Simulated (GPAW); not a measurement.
Worked example: self-consistent single point of SrMg₂ (Fd-3m, 6 atoms in the cell) in GPAW.

Level of theory: PBEsol, GPAW PAW datasets PBEsol (made by gpaw-setup) (plane waves; GPAW 25.7.0).

The change in words: lattice scaled by 0.98. Reference geometry:
```
SrMg2
1.0
    0.00000     4.54476     4.54476
    4.54476     0.00000     4.54476
    4.54476     4.54476     0.00000
Sr Mg
2 4
Direct
  0.50000   0.50000   0.50000
  0.75000   0.75000   0.75000
  0.12500   0.12500   0.62500
  0.12500   0.62500   0.12500
  0.12500   0.12500   0.12500
  0.62500   0.12500   0.12500
```

Reference input (self-consistent single point, DFT PBEsol, plane waves, GPAW PAW datasets PBEsol (made by gpaw-setup)): mode = pw; ecut = 850 eV; xc = PBEsol; kpts = 4 4 4; mesh shift (steps) = 0 0 0; occupations.name = methfessel-paxton; occupations.width = 0.05 eV; occupations.order = 0; nbands = -12; symmetry.symmorphic = false; symmetry.tolerance = 0.0005; maxiter = 150. This run's input differs from it in these lines:

```diff
@@ -5,5 +5,5 @@
 atoms = Atoms(['Sr', 'Sr', 'Mg', 'Mg', 'Mg', 'Mg'],
-              cell=[[0.000000, 4.544755, 4.544755],
-                    [4.544755, 0.000000, 4.544755],
-                    [4.544755, 4.544755, 0.000000]],
+              cell=[[0.000000, 4.453860, 4.453860],
+                    [4.453860, 0.000000, 4.453860],
+                    [4.453860, 4.453860, 0.000000]],
               scaled_positions=[[0.500000, 0.500000, 0.500000],
```

Output (repeated stretches shortened):

```
     iter     time        total  log10-change:
                         energy   eigst   dens
iter:   1 --:--:--   -11.476921
iter:   2 --:--:--   -11.675276   -0.39  -1.56
iter:   3 --:--:--   -11.670378   -1.13  -1.60
iter:   4 --:--:--   -11.692386c  -1.48  -1.69
iter:   5 --:--:--   -11.686249c  -2.50  -2.31
iter:   6 --:--:--   -11.662275   -2.71  -2.37
iter:   7 --:--:--   -11.666537c  -3.44  -2.64
iter:   8 --:--:--   -11.659575c  -3.75  -2.73
iter:   9 --:--:--   -11.659528c  -5.09  -3.37
iter:  10 --:--:--   -11.659539c  -5.67  -3.57
iter:  11 --:--:--   -11.659577c  -5.72  -3.60
iter:  12 --:--:--   -11.659550c  -6.13  -3.81
iter:  13 --:--:--   -11.659545c  -6.74  -4.47c
iter:  14 --:--:--   -11.659545c  -7.61c -4.81c
Converged after 14 iterations.

Dipole moment: (-12.214787, -12.214787, -12.214787) |e|*Ang

Energy contributions relative to reference atoms: (reference = -194639.912616)

Kinetic:         -1.316600
Potential:      +11.331418
External:        +0.000000
XC:             -21.052357
Entropy (-ST):   -0.016740
Local:           -0.613635
SIC:             +0.000000
--------------------------
Free energy:    -11.667915
Extrapolated:   -11.659545

Showing only first 2 kpts
 Kpt  Band  Eigenvalues  Occupancy
  0    28      3.53282    2.00000
  0    29      3.54140    2.00000
  0    30      3.54140    2.00000
  0    31      3.54140    2.00000

  1    28      2.71842    2.00000
  1    29      3.48204    2.00000
  1    30      4.29081    0.00000
  1    31      4.88396    0.00000

Fermi level: 4.09882

No gap
   [... lines left out ...]
  0 Sr    0.00000    0.00000    0.00000
  1 Sr    0.00000   -0.00000   -0.00000
  2 Mg    0.00000    0.00000   -0.00000
  3 Mg   -0.00000   -0.00000    0.00000
  4 Mg    0.00000    0.00000   -0.00000
  5 Mg    0.00000   -0.00000   -0.00000

Stress tensor:
    -0.006580    -0.000000    -0.000000
    -0.000000    -0.006580     0.000000
    -0.000000     0.000000    -0.006580
Stress (GPa, Voigt): [-1.0543 -1.0543 -1.0543  0.     -0.     -0.    ]
```

The run converged in 14 iterations. GPAW prints stress with tension positive. Against the reference run the free energy goes up by 2.1 meV/atom and the pressure goes from -0.61 to 1.05 GPa.

The starting cell comes from a database of computed structures (which also holds hypothetical and non-ambient phases and stackings), without a prior relaxation at this level. For this run, on top of that: lattice scaled by 0.98.

Cost on one core of a shared machine: roughly 2 min.
